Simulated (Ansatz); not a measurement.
Level of theory: PBE (plane waves to 420 eV, PAW; Ansatz, a first-principles code).

Plane-averaged electrostatic potential energy along the normal, in eV from the Fermi level, for Al on the 1x1 (111) surface of fcc Ag, one in a 2x2 cell, started at the site 'bridge Ag-Ag (span 2.9 Å)':

(z (Å), V (eV)): (5.30, 4.46); (5.59, 4.46); (5.89, 4.45); (6.18, 4.45); (6.48, 4.44); (6.77, 4.43); (7.07, 4.40); (7.36, 4.34); (7.66, 4.21); (7.95, 3.95); (8.24, 3.38); (8.54, 2.16); (8.83, -1.02); (9.13, -6.24); (9.42, -10.58); (9.72, -12.00); (10.01, -9.97); (10.31, -5.36); (10.60, -0.63); (10.89, 0.94); (11.19, -1.11); (11.48, -6.02); (11.78, -10.46); (12.07, -12.15); (12.37, -10.39); (12.66, -5.90); (12.96, -1.01); (13.25, 0.91); (13.54, -0.93); (13.84, -5.78); (14.13, -10.27); (14.43, -12.05); (14.72, -10.41); (15.02, -6.00); (15.31, -1.10); (15.61, 0.97); (15.90, -0.47); (16.19, -5.08); (16.49, -9.79); (16.78, -12.05); (17.08, -10.93); (17.37, -6.93); (17.67, -2.09); (17.96, 0.42); (18.26, 0.84); (18.55, 1.03); (18.84, 1.13); (19.14, 1.33); (19.43, 2.05); (19.73, 2.96); (20.02, 3.47); (20.32, 3.74); (20.61, 3.88); (20.91, 3.95); (21.20, 3.99); (21.49, 4.01); (21.79, 4.01); (22.08, 4.02); (22.38, 4.02); (22.67, 4.02); (22.97, 4.02)

Set-up: 17 atoms, 7.1 Å thick at the start under the adsorbate (thin: gaps and levels are the slab's own); mesh 6x6x1; 0.1 eV smearing; dipole correction on; 8 atoms held, the rest relaxed; symmetry of the start imposed; no spin, no spin-orbit, no U, no dispersion correction. At the end it is bonded to 3 Ag. In PBE it is, or lies within 0.03 eV of, the lowest of the starts that converged.

The surface cell has an area of 29.81 Å². What dipole along the normal does the step between the two vacuum levels imply?

the top vacuum level lies 0.44 eV below the bottom one; p = −ε₀ A ΔV (ε₀ = 0.005526 e/(V·Å)) gives 0.07 e·Å a cell.
